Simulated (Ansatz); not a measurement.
For NbNF2 (model structure, P4/mmm, No. 123, 4 atoms in the cell), PBEsol (PAW; Ansatz, a first-principles code) gives:

| Property | Value |
|---|---|
| equilibrium lattice constant a | 4.079 Å |
| lattice parameter c | 3.856 Å |
| bulk modulus B0 | 131 GPa |

What does r²SCAN (plane waves, PAW; Ansatz) give for the same quantities?


- lattice constant a: 4.095 Å (rises by 0.4 %)
- lattice parameter c: 3.862 Å (rises by 0.2 %)
- bulk modulus: 133 GPa (stays essentially unchanged)

Changes are worked out from the printed values.

Unless a cell is named, each level is at its own relaxed cell (PBEsol 16.04, r²SCAN 16.19 Å³/atom).

Caveats: the bulk modulus is −V dP/dV from two relaxed cells at ±2 % in volume (PBEsol, r²SCAN). Ansatz's density-functional and Hartree–Fock values are scalar-relativistic unless marked +SOC, with PAW data made under PBE.

A model structure was made by putting elements into a prototype or built by hand; it is no filed structure, need not be a known phase, and can be a saddle point held by its symmetry.
